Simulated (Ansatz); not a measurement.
The starting structures come from a database of crystals and need not be the phases stable at ambient conditions.

 Where the default PAW files enter, the runs use the earlier of Ansatz's two default sets.

Data:

```xyz
5
Lattice="4.7611 0.0000 0.0000 -2.3806 4.1233 0.0000 0.0000 0.0000 7.7286" Properties=species:S:1:pos:R:3 pbc="T T T"
Ca     0.0000     0.0000     0.0000
Mg     2.3806     1.3744     2.8777
Mg     0.0000     2.7488     4.8509
Bi     0.0000     2.7488     1.8689
Bi     2.3806     1.3744     5.8597
```

Space group of this cell: P-3m1. The cell is taken as given; by PBEsol its mean pressure is -0.9 GPa.

Transport runs along the normal of the first two printed cell vectors, the (001) plane of the conventional cell.

The gap is the functional's own, uncorrected, and κ follows it; spin-orbit coupling is left out. Mid-gap values are interpolated between the computed energies.

**Question.** Estimate the band gap and the smallest decay constant κ at mid-gap that PBEsol in Ansatz (an electronic-structure program) returns for this system.

**Answer.** Gap 0.44 eV on a 12×12×4 mesh; κ = 0.029 1/Å, at the zone centre.
